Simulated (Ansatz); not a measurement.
The structure below was relaxed with PBEsol (Ansatz, a first-principles code, PAW, spin-orbit coupling left out), earlier PAW set, at pressure 7.5 GPa.

```xyz
2
Lattice="0.0000 2.8529 2.8529 2.8529 0.0000 2.8529 2.8529 2.8529 0.0000" Properties=species:S:1:pos:R:3 pbc="T T T"
S      0.0000     0.0000     0.0000
Pb     2.8529     2.8529     2.8529
```

**Question.** Find the space group and the Wyckoff positions.

**Answer.** Space group Fm-3m (No. 225); a = b = c = 5.7058 Å, α = β = γ = 90.00°

| atom | site | symmetry | x | y | z |
|---|---|---|---|---|---|
| S | 4a | m-3m | 0.0000 | 0.0000 | 0.0000 |
| Pb | 4b | m-3m | 0.5000 | 0.5000 | 0.5000 |

Load acts through the strain it causes; cell and atoms are relaxed under it. No phonon test of stability was made. Competing high-pressure phases were not computed. The cell was made from PbS in the rock salt structure (space group Fm-3m, No. 225) by this change: pressure 7.5 GPa.
